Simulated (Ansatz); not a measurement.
An Ansatz (a first-principles code) run: Al2Cu with a change (uniaxial strain ε_zz = −2.70 %); r2SCAN (Ansatz), no spin-orbit coupling, earlier PAW set.

Input:

Ansatz 0.2 input:
```yaml
crystal:
  lattice:
    - [-3.0030979743, 3.0030979743, 2.3306011233]
    - [3.0030979743, -3.0030979743, 2.3306011233]
    - [3.0030979743, 3.0030979743, -2.3306011233]
  atoms:
    - { symbol: Al, position: [0.6590040309, 0.1590040309, 0.8180080618] }
    - { symbol: Al, position: [0.8409959691, 0.6590040309, 0.5] }
    - { symbol: Al, position: [0.1590040309, 0.3409959691, 0.5] }
    - { symbol: Al, position: [0.3409959691, 0.8409959691, 0.1819919382] }
    - { symbol: Cu, position: [0.25, 0.25, 0] }
    - { symbol: Cu, position: [0.75, 0.75, 0] }
basis: { ecutwfc: 500, ecutrho_ratio: 4, xc_grid: 4, fft_grid_basis: typed }
kpoints: { mp_grid: { grid: [12, 12, 12] } }
hamiltonian:
  xc: r2scan
  dispersion: none
  pseudopotentials: { azcp: { folder: ./paw }, kind: paw }
scf: { occupations: { method: fermi_dirac, width: 0.05 }, convergence: { dr2_threshold: 0.0000000006 } }
relax: { f_tol: 0.005, max_steps: 50 }
output: { forces: true, stress: true }
checkpoint: { write: state.ck, write_every: 1000 }
```

Output (explanatory and most iteration lines left out):

```
Relaxation: its limit of steps is 50 (relax.max_steps)
Pseudopotential: Al, paw, valence charge 3
Pseudopotential: Cu, paw, valence charge 19
Crystal: 6 atoms, lattice volume = 84.075 Å³
Basis set: ecut = 500 eV, 2129 PW (Γ), exchange–correlation on 144×144×144 points (64 copies of the dense FFT grid, shifted against one another)
Bands: 31, of which v1, the nominal top of the filled ones, is band 25 counted from 1 (24 counted from 0)
Symmetry: 16 space group operations
Space group: I4/mcm (ITA 140), of the structure as read, at distance tolerance 4.4e-5 Å
k-points: 163 of 1728
Functional: x = r2scan, c = r2scan; τ floored in thin density (d = 2e-4 eV/Å³)
SCF iter   1: F=—  HF=-15430.004636 eV  |F-HF|=—  |Δ(HF+E_count)|=         —  Δρ=2.91e-1  dr2=5.23e1  dr2_τ=7.69e-2  ethr=3.10e-3  ⟨swp⟩=8.3  Hψ=25259  notcnv=0  defer=8
SCF iter   2: F=—  HF=-15432.686086 eV  |F-HF|=—  |Δ(HF+E_count)|=    2.68e0  Δρ=2.20e-1  dr2=2.08e1  dr2_τ=4.73e-1  ethr=3.10e-3  ⟨swp⟩=4.0  Hψ=16757  notcnv=0  defer=111
SCF 1 converged in 13 iterations: F = -15425.070737 eV  dr2 = 1.88e-11
relax step   1: F+E_penalty+E_count = -15425.07073671 eV  Δ(F+E_penalty+E_count) = +0.000e0 eV  max|allowed force component| = 7.010e-2 eV/Å  Δτ_max = 0.0000 Å  (13 SCF iters, accepted)
Crystal: 6 atoms, lattice volume = 84.075 Å³
SCF iter   1: F=—  HF=-15425.072906 eV  |F-HF|=—  |Δ(HF+E_count)|=         —  Δρ=5.35e-4  dr2=5.81e-4  dr2_τ=2.05e-5  ethr=1.19e-6  ⟨swp⟩=2.0  Hψ=15844  notcnv=0  defer=131
SCF iter   2: F=—  HF=-15425.072875 eV  |F-HF|=—  |Δ(HF+E_count)|=   3.07e-5  Δρ=3.68e-4  dr2=2.75e-4  dr2_τ=3.90e-7  ethr=1.16e-6  ⟨swp⟩=1.1  Hψ=4933  notcnv=0  defer=131
SCF 2 converged in 9 iterations: F = -15425.072788 eV  dr2 = 4.20e-11
relax step   2: F+E_penalty+E_count = -15425.07278811 eV  Δ(F+E_penalty+E_count) = -2.051e-3 eV  max|allowed force component| = 7.016e-3 eV/Å  Δτ_max = 0.0093 Å  (9 SCF iters, accepted)
Crystal: 6 atoms, lattice volume = 84.075 Å³
SCF iter   1: F=—  HF=-15425.072810 eV  |F-HF|=—  |Δ(HF+E_count)|=         —  Δρ=5.89e-5  dr2=7.04e-6  dr2_τ=2.49e-7  ethr=1.39e-7  ⟨swp⟩=2.5  Hψ=10665  notcnv=0  defer=131
SCF iter   2: F=—  HF=-15425.072809 eV  |F-HF|=—  |Δ(HF+E_count)|=   1.34e-6  Δρ=4.06e-5  dr2=3.34e-6  dr2_τ=4.75e-9  ethr=1.41e-8  ⟨swp⟩=1.0  Hψ=6357  notcnv=0  defer=131
SCF 3 converged in 7 iterations: F = -15425.072808 eV  dr2 = 5.36e-11
relax step   3: F+E_penalty+E_count = -15425.07280820 eV  Δ(F+E_penalty+E_count) = -2.009e-5 eV  max|allowed force component| = 7.128e-5 eV/Å  Δτ_max = 0.0010 Å  (7 SCF iters, accepted)
Crystal: 6 atoms, lattice volume = 84.075 Å³
SCF iter   1: F=—  HF=-15425.072808 eV  |F-HF|=—  |Δ(HF+E_count)|=         —  Δρ=2.77e-7  dr2=5.37e-11  dr2_τ=8.91e-13  ethr=1.00e-12  ⟨swp⟩=2.2  Hψ=23806  notcnv=0
SCF iter   2: F=-15425.072808 eV  HF=-15425.072808 eV  |F-HF|=2.00e-11  |Δ(HF+E_count)|=  1.27e-11  Δρ=2.83e-7  dr2=5.67e-11  dr2_τ=5.49e-14  ethr=1.00e-12  ⟨swp⟩=3.0  Hψ=12577  notcnv=0
SCF 4 converged in 2 iterations: F = -15425.072808 eV  dr2 = 5.67e-11
SCF converged after 2 iterations
Free energy (F): -15425.072808 eV
Internal energy: -15425.059393 eV  (E = F + TS)
E sigma→0 (E₀):  -15425.066101 eV
Entropy (-TS):   -0.013415 eV (-2.236 meV/atom)
Fermi energy:    11.094164 eV
--- Forces (eV/Å), atoms counted from 1 ---
  atom   1  Al     0.00007137     0.00007137     0.00000000
  atom   2  Al     0.00007137    -0.00007137     0.00000000
  atom   3  Al    -0.00007137     0.00007137     0.00000000
  atom   4  Al    -0.00007137    -0.00007137     0.00000000
  atom   5  Cu     0.00000000     0.00000000     0.00000000
  atom   6  Cu    -0.00000000     0.00000000     0.00000000
--- Stress (GPa, compression-positive) ---
        1.863122       0.000000       0.000000
        0.000000       1.863122       0.000000
       -0.000000       0.000000       6.435667
  P = ⅓ Tr σ = 3.3873 GPa (33.873 kbar)
--- Relaxed structure (3 steps of the walk, 3 accepted, 0 SCFs on fresh bases) ---
  atoms:
    - { symbol: Al, position: [0.6577838293276373, 0.1577838293276374, 0.8155676586552747] }
    - { symbol: Al, position: [0.8422161706723627, 0.6577838293276373, 0.5] }
    - { symbol: Al, position: [0.15778382932763738, 0.34221617067236265, 0.5] }
    - { symbol: Al, position: [0.34221617067236254, 0.8422161706723625, 0.18443234134472528] }
    - { symbol: Cu, position: [0.25, 0.25, 6.919701527270114e-20] }
    - { symbol: Cu, position: [0.7500000000000001, 0.7500000000000001, 6.919701527270115e-20] }
```

Without a gap, meshes like the base's 12×12×12 leave anisotropic stresses uncertain by several tenths of a GPa, and small strain energies with them. Stability against distortions was not tested. The final runs are not spin-polarised. The cell was made from Al2Cu (space group I4/mcm, No. 140) by this change: uniaxial strain ε_zz = −2.70 %.
